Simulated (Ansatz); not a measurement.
An ideal cubic perovskite cell is held by its symmetry; such compounds can tilt or shift off centre at room temperature. The starting structures come from a database of crystals and need not be the phases stable at ambient conditions.

 Where the default PAW files enter, the runs use the earlier of Ansatz's two default sets.

Tunnelling through a barrier is set by its complex band structure: the current falls as exp(−2κd) with the smallest κ.

```
CsSrF3
1.0
    4.76325     0.00000     0.00000
    0.00000     4.76325     0.00000
    0.00000     0.00000     4.76325
Cs Sr F
1 1 3
Direct
  0.00000   0.00000   0.00000
  0.50000   0.50000   0.50000
  0.00000   0.50000   0.50000
  0.50000   0.00000   0.50000
  0.50000   0.50000   0.00000
```

Space group of this cell: Pm-3m, cubic perovskite. The cell is taken as given.

Transport runs along the normal of the first two printed cell vectors, the (001) plane of the conventional cell.

The gap is the functional's own, uncorrected, and κ follows it; spin-orbit coupling is left out. Mid-gap values are interpolated between the computed energies.

Q: Estimate the band gap and the smallest decay constant κ at mid-gap that r2SCAN run with Ansatz (a first-principles code) returns for this system.

A: Gap 7.18 eV on a 6×6×6 mesh; κ = 0.465 1/Å, at the zone centre.
